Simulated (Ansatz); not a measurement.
The parent structure is KF in the rock salt structure (space group Fm-3m, No. 225).

```yaml
crystal:
  lattice:
    - [0.00000, 2.65916, 2.65916]
    - [2.65916, 0.00000, 2.65916]
    - [2.65916, 2.65916, 0.00000]
  atoms:
    - { symbol: F, position: [0.00000, 0.00000, 0.00000] }
    - { symbol: K, position: [0.50000, 0.50000, 0.50000] }
```

Cartesian axes are those of the cell as printed.

Calculations: r2SCAN (Ansatz, an electronic-structure program, PAW, no spin-orbit coupling).

For the base:

The valence-band top at Γ comes out as 0.00, 0.00, 0.00 eV. The electron mass is 0.54 mₑ (at Γ). The gap character is direct at Γ and the band gap is 6.91 eV.

The change: tensor shear ε_yz = +0.99 % (engineering shear γ = 0.0198), atoms relaxed at fixed cell.

Task: What does the calculation give for the valence-band top at Γ after the change?

Result: The valence-band top at Γ (three highest levels, from the VBM) becomes 0.00, -0.01, -0.02 eV (base: 0.00, 0.00, 0.00 eV).

Task: Estimate the effect on the electron mass.

Result: The electron mass stays 0.54 mₑ (at Γ).

Task: What does the calculation give for the stress after the change?

Result: The stress (xx, yy, zz, yz, xz, xy; compression positive) is (-0.01, 0.00, 0.00, -0.24, 0.00, 0.00) GPa.

Task: How does this affect the gap character?

Result: The gap character is still direct at Γ.

Task: What does the calculation give for the band gap after the change?

Result: The band gap stays essentially unchanged (6.91 eV against 6.90 eV).

The cells carry an imposed strain or load. Masses are band curvatures over ±0.01 Å⁻¹ around the edge. No phonon test of stability was made. k-point labels follow each cell's own Brillouin zone.
